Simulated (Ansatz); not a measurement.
The parent structure is GaN in the zinc blende structure (space group F-43m, No. 216).

```
CELL_PARAMETERS angstrom
      0.00000     2.24895     2.24895
      2.24895     0.00000     2.24895
      2.24895     2.24895     0.00000
ATOMIC_POSITIONS crystal
  Ga 0.00000 0.00000 0.00000
  N  0.25000 0.25000 0.25000
```

Cartesian axes are those of the cell as printed.

Calculations: r2SCAN in Ansatz (plane waves to 500 eV, PAW, scalar-relativistic without spin-orbit coupling).

For the base:

| Quantity | Result |
|---|---|
| Electron mass | 0.17 mₑ (at Γ) |

One thing is altered: biaxial strain −2.50 %, plane normal [111], relaxed out of plane (Cartesian); in-plane vectors clamped, the third vector and the atoms free.

Question: How does this affect the ratio −ε⊥/ε∥?

Answer: The ratio −ε⊥/ε∥ is 0.45.

Question: Predict the new electron mass.

Answer: The electron mass goes from 0.17 mₑ (at Γ) to 0.17 mₑ out of plane, 0.20 mₑ in plane (at Γ).

Question: Estimate the effect on the energy relative to the base.

Answer: The energy increases by 22 meV/atom.

The levels and masses belong to the bands next to the band gap. Effective masses come from finite differences of ±0.01 Å⁻¹. No phonon test of stability was made. This is not the structure that GaN has at room temperature and ambient pressure.

Ansatz is an electronic-structure program.
